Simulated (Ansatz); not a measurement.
Consider Sn-vacancy pair (Sn on one host Cu site, one Cu site vacant) in fcc Cu, neutral cell. The step: direct exchange of Sn with the vacancy (Sn-vacancy distance between ideal sites 2.57 Å throughout); the atom moves 2.11 Å along (0.00, 0.41, 0.41) of the unit cell; the moving atom starts with neighbours 4 Cu at 2.58, 2 Cu at 2.64, 4 Cu at 2.73, Cu at 2.80 Å and ends with 4 Cu at 2.58, 2 Cu at 2.64, 4 Cu at 2.73, Cu at 2.80 Å. A PBE band in Ansatz (plane-wave PAW, a 2×2×2 k-point mesh shifted by half a step, 32 host sites, 17 SCF runs with any check of the saddle's order, static, no finite-size correction) gives a forward barrier of 0.34 eV. The saddle point's order was not checked, and it lies on a symmetry element of the cell, where a band can be held. Forms of the defect that were not tried may lie lower.

Single points at the band's start and saddle point can refine it. Rough cost of one point, in units of the band's mean SCF on the same machine:

```csv
Level,Cost of one point
"PBE, a 4×4×4 k-point mesh shifted by half a step",about 7
"r2SCAN at 500 eV, a 2×2×2 k-point mesh shifted by half a step",about 3
```

### Question
Which of these move the barrier by more than 0.1 eV, and how far does each move it?

### Answer
Not one does. PBE, a 4×4×4 k-point mesh shifted by half a step: +0.07 eV; r2SCAN at 500 eV, a 2×2×2 k-point mesh shifted by half a step: +0.06 eV. Each functional is compared with PBE at the same k-points.

Ansatz is a quantum-chemistry and plane-wave program.
